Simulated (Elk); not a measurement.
A self-consistent single point of ZrSe (P-6m2, 2 atoms in the cell) with Elk.

Method: PBEsol, spin-orbit coupling in second variation, all-electron FP-LAPW, Elk's shipped species files, APW+lo basis with extra local orbitals run with Elk.

```yaml
crystal:
  lattice:
    - [3.60943, 0.00000, 0.00000]
    - [-1.80472, 3.12586, 0.00000]
    - [0.00000, 0.00000, 3.66107]
  atoms:
    - { symbol: Zr, position: [0.00000, 0.00000, 0.00000] }
    - { symbol: Se, position: [0.33333, 0.66667, 0.50000] }
```

Reference input (self-consistent single point, DFT, PBEsol, all-electron FP-LAPW, Elk's shipped species files, APW+lo basis with extra local orbitals): xctype = 22; rgkmax = 7.5; stype = 3; swidth = 0.00499791 Ha; ngridk = 7 7 6; tforce = true; gmaxvr = 18 1/bohr; lmaxapw = 10; lmaxo = 8; nxlo = 2; lorbcnd = true; lradstp = 2. This run's input differs from it in these lines:

```diff
@@ -5,2 +5,5 @@
   22
+
+spinorb
+  .true.
 
@@ -39,2 +42,5 @@
 
+nempty
+  10
+
 stype
```

Output, abridged:

```
│ Self-consistent loop started │
│ Loop number : 1 │
 total energy                :     -6032.59305198
 total moment                :  -0.7552636106E-20 -0.1589671975E-19  0.4443986858E-19
│ Loop number : 2 │
 total energy                :     -6032.57622937
 total moment                :  -0.3004772169E-20  0.1366102245E-19 -0.3171146562E-19
RMS change in Kohn-Sham potential (target) :   0.5092222125E-01 (  0.1000000000E-05)
Absolute change in total energy (target)   :   0.1682261627E-01 (  0.1000000000E-03)
│ Loop number : 3 │
 total energy                :     -6032.40600088
   [... lines left out ...]
 total energy                :     -6025.90543254
 total moment                :  -0.2455882643E-19 -0.4688460509E-20  0.1325920288E-19
RMS change in Kohn-Sham potential (target) :   0.3445987086E-07 (  0.1000000000E-05)
Absolute change in total energy (target)   :   0.1362723897E-03 (  0.1000000000E-03)
│ Loop number : 14 │
 total energy                :     -6025.90542855
 total moment                :   0.2610353549E-19  0.2484118295E-20 -0.5281600999E-19
RMS change in Kohn-Sham potential (target) :   0.1860905852E-07 (  0.1000000000E-05)
Absolute change in total energy (target)   :   0.3805185406E-04 (  0.1000000000E-03)
Convergence targets achieved

│ Loop number : 15 │

Energies :
 Fermi                       :     0.360922386205
 xc effective B-field        :    -0.225685438802E-10
 external B-field            :      0.00000000000
 total energy                :     -6025.90542730
 (external B-field energy excluded from total)

Density of states at Fermi energy :    11.61290805
 (states/Hartree/unit cell)

Estimated indirect band gap :   0.1718495571E-02
 from k-point     37 to k-point     12
Estimated direct band gap   :   0.2856731097E-02
 at k-point     25

Charges :
 core                        :    46.00000000
 valence                     :    28.00000000
 interstitial                :    3.576157385
 muffin-tins (core leakage)
  species :    1 (Zr)
   atom    1                 :    37.85552850     (  0.3454109208E-05)
  species :    2 (Se)
   [... lines left out ...]
 total moment                :  -0.2462017196E-20  0.4197677764E-20 -0.1624484088E-20
   [... lines left out ...]
   total force               :     0.00000000    0.00000000    0.00000000
   total magnitude           :     0.00000000
 species :    2 (Se)
  atom :    1
   Hellmann-Feynman          :    -0.00000000   -0.00000000    0.00000000
   IBS                       :     0.00000000    0.00000000    0.00000000
   total force               :    -0.00000000    0.00000000    0.00000000
   total magnitude           :     0.00000000
```

The run converged in 15 iterations. The count includes the last loop, which Elk runs after its targets are met. 

The starting cell comes from a database of computed structures (which also holds hypothetical and non-ambient phases and stackings), without a prior relaxation at this level. Its lattice was rescaled by a random factor within 2.5 % of one. Values depend on the basis (sphere radii, cutoffs, local orbitals), which need not be converged. The log's line on a gap gives a spacing of levels on this mesh, which the program prints for metals too.
